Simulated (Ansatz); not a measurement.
## Response to strain in Hf

Take Hf in the hcp (Mg type) structure (space group P6_3/mmc, No. 194; a = 3.198 Å, c = 5.049 Å; relaxed with 0.1 eV smearing) as the base. Axes: x lies along a and z along c of the hexagonal cell.

Strains are applied to the cell and any free atomic positions relax.

Computed with Ansatz (a quantum-chemistry and plane-wave program) r2SCAN, spin-orbit coupling left out.

Notes on the quantities. energy relative to the base: free energy F; pressure: mean of the normal stresses, compression positive.

```csv
case,energy relative to the base,pressure,volume per atom
base,0 meV/atom,0.0 GPa,22.36 Å³
uniaxial strain ε_zz = +0.50 %,+0.4 meV/atom,-0.6 GPa,22.47 Å³
uniaxial strain ε_zz = +1.00 %,?,?,22.59 Å³
uniaxial strain ε_zz = +1.50 %,+3.1 meV/atom,-1.6 GPa,22.70 Å³
uniaxial strain ε_zz = +2.00 %,+5.5 meV/atom,-2.1 GPa,22.81 Å³
uniaxial strain ε_zz = +2.50 %,+8.6 meV/atom,-2.6 GPa,22.92 Å³
uniaxial strain ε_zz = +3.00 %,+12 meV/atom,-3.1 GPa,23.03 Å³
```

Q: Some entries are withheld; estimate them.

A: 
- uniaxial strain ε_zz = +1.00 %, energy relative to the base: +1.4 meV/atom
- uniaxial strain ε_zz = +1.00 %, pressure: -1.1 GPa

Whether these cells are dynamically stable was not tested. All final runs are without spin polarisation.
